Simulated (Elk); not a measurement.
## Sensitivity of a calculation on ZrB2 (P6/mmm, 3 atoms in the cell) to its settings

```
CELL_PARAMETERS angstrom
      3.16752     0.00000     0.00000
     -1.58376     2.74315     0.00000
      0.00000     0.00000     3.55239
ATOMIC_POSITIONS crystal
  Zr 0.00000 0.00000 0.00000
  B  0.33333 0.66667 0.50000
  B  0.66667 0.33333 0.50000
```

Base run A: LDA (PW92), all-electron FP-LAPW, Elk's shipped species files, APW+lo basis with extra local orbitals (Elk), self-consistent single point.

Its settings: xctype = 3; rgkmax = 8; stype = 3; swidth = 0.00367493 Ha; ngridk = 11 11 8; gmaxvr = 14 1/bohr; nxlo = 2; lorbcnd = true; rmtscf = 0.89; lmaxi = 2.

The starting cell comes from a database of computed structures (which also holds hypothetical and non-ambient phases and stackings), without a prior relaxation at this level. Values depend on the basis (sphere radii, cutoffs, local orbitals), which need not be converged.

ΔF is the free energy per atom less that of run A. 

Runs C sample the zone with one or two k-points, far too few for so small a cell.

Runs:
- B: 1 x 1 x 2 supercell, mesh divided to match; ngridk: 11 11 8 → 11 11 4
- C: 2 x 2 x 1 supercell at the zone centre alone; ngridk: 11 11 8 → 1 1 1

```
run  ΔF (meV/atom)  k-points  valence electrons
---  -------------  --------  -----------------
A             0.00        80                 18
B             0.00        48                 36
C             80.5         1                 72
```

Run C against A: The free energy rises by 80.5 meV/atom.

Run B against A: The free energy stays essentially unchanged (within 1 meV/atom).
